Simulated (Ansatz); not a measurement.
Rock-salt VN (cubic form, which distorts at low temperature): properties by level of theory

Reference values: lattice constant a 4.136 Å (measured, room temperature, no zero-point or thermal correction; as tabulated in Friedrich, Winkler, Juarez-Arellano, Bayarjargal, Materials 4, 1648 (2011)); bulk modulus 265 ± 5 GPa (measured, room temperature, no zero-point or thermal correction, our sources range from 265 to 300; as tabulated in Synthesis of Binary Transition Metal Nitrides, Carbides and Borides from the …).

```json
[
 {"level (code)": "PBE (Ansatz)", "lattice parameter a (Å)": "4.117", "bulk modulus (GPa)": "___"},
 {"level (code)": "revPBE (Ansatz)", "lattice parameter a (Å)": "4.135", "bulk modulus (GPa)": "301"},
 {"level (code)": "PBE-D3(BJ) (Ansatz)", "lattice parameter a (Å)": "4.079", "bulk modulus (GPa)": "___"},
 {"level (code)": "PBE-D4 (Ansatz)", "lattice parameter a (Å)": "4.081", "bulk modulus (GPa)": "329"},
 {"level (code)": "rVV10 (Ansatz)", "lattice parameter a (Å)": "___", "bulk modulus (GPa)": "300"}
]
```

### Question
What belongs in the gaps?

### Answer

- PBE (Ansatz, a quantum-chemistry and plane-wave program), bulk modulus (GPa): 314
- PBE-D3(BJ) (Ansatz), bulk modulus (GPa): 335
- rVV10 (Ansatz), lattice parameter a (Å): 4.150

Caveats: symmetry holds this phase in the static calculation, where it need not be a minimum (PBE, revPBE, PBE-D3(BJ), PBE-D4, rVV10). Ansatz's density-functional and Hartree–Fock values are scalar-relativistic unless marked +SOC, with PAW data made under PBE.

The crystal itself was run without spin with PBE, revPBE, PBE-D3(BJ), PBE-D4, rVV10; a magnetic state was not tried in these runs.

Computed values are for the static lattice.
